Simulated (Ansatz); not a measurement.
Base system: ZnSiP$_{2}$ in the chalcopyrite structure (space group I-42d, No. 122).

```xyz
8
Lattice="-2.6888 2.6888 5.2330 2.6888 -2.6888 5.2330 2.6888 2.6888 -5.2330" Properties=species:S:1:pos:R:3 pbc="T T T"
Zn     0.0000     2.6888     2.6165
Zn     0.0000     0.0000     0.0000
Si     2.6888     0.0000     2.6165
Si     0.0000     0.0000     5.2330
P      1.3444     1.4348    -1.3083
P      1.3444     1.2540     3.9248
P      3.9428     1.3444     1.3083
P     -1.2540     1.3444     6.5413
```

Calculations: r2SCAN (Ansatz, an electronic-structure program; PAW; 500 eV plane waves; spin-orbit coupling left out).

Base values:

```
Property                        Value
----------------------------  -------
Gap between the host's bands  1.55 eV
```

One thing is altered: 1.51 holes added to each cell, a density of 1.0×10^22 cm⁻³, with a uniform compensating background at fixed cell and a 300 K Fermi–Dirac width.

Estimate the effect on the Fermi level from band edge.

The Fermi level relative to the doped band's edge (positive inside the band; to 0.05 eV) comes out as +0.70 eV.

Estimate the effect on the gap between the host's bands.

The gap between the host's bands goes up by 0.202 eV (1.55 eV → 1.76 eV).

Charged cell with a jellium background: band edges are those of the host's band count, energies are not comparable with the neutral cell, and many-body gap narrowing is missing. Stability against distortions was not tested.
